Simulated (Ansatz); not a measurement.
Take TiAl (space group P4/mmm, No. 123; a = 2.7662 Å, c = 4.0021 Å; relaxed with 0.1 eV smearing) as the base. Axes: x, y, z lie along a, b, c of the conventional cell.

Computed with LDA (Ansatz, a quantum-chemistry and plane-wave program, PAW, scalar-relativistic without spin-orbit coupling).

Before the change:

```
Property                         Value
-----------------------------  -------
Shortest interatomic distance  2.766 Å
```

Perturbation: tensor shear ε_xz = +0.86 % (engineering shear γ = 0.0172); the atoms relax in the strained cell.

Task: What happens to the stress?

Result: The stress (xx, yy, zz, yz, xz, xy; compression positive) amounts to (0.0, 0.1, 0.1, 0.0, -2.1, 0.0) GPa.

Task: Predict the new energy relative to the base.

Result: The energy goes up by 1.8 meV/atom.

Task: What does the calculation give for the shortest interatomic distance after the change?

Result: The shortest interatomic distance remains 2.766 Å.

Stability against distortions was not tested. All final runs are without spin polarisation.
